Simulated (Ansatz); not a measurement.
Here is the system:

```
SnS2
1.0
    3.44793     0.00000     0.00000
    1.72396     2.98599     0.00000
    0.00000     0.00000     5.80211
Sn S
1 2
Direct
  0.00000   0.00000   0.00000
  0.33333   0.33333   0.26512
  0.66667   0.66667   0.73488
```

No spin polarisation.

Level of theory: PBEsol-D3(BJ), PAW, 420 eV (Ansatz, an electronic-structure program; no spin-orbit coupling), earlier PAW set. k-mesh 11×11×6 (Γ-centred); smearing 0.05 eV (Fermi–Dirac).

Question: Predict the band gap and pressure.

Answer: 
- Band gap = 1.06 eV
- Pressure (mean of the normal stresses, compression positive) = 6.34 GPa

The cells carry an imposed strain or load. Whether these cells are dynamically stable was not tested. The cell was made from SnS₂ in the CdI2 type structure (space group P-3m1, No. 164; layered, stacked along the Cartesian z axis) by this change: biaxial strain −4.91 %, plane normal [001], relaxed out of plane.
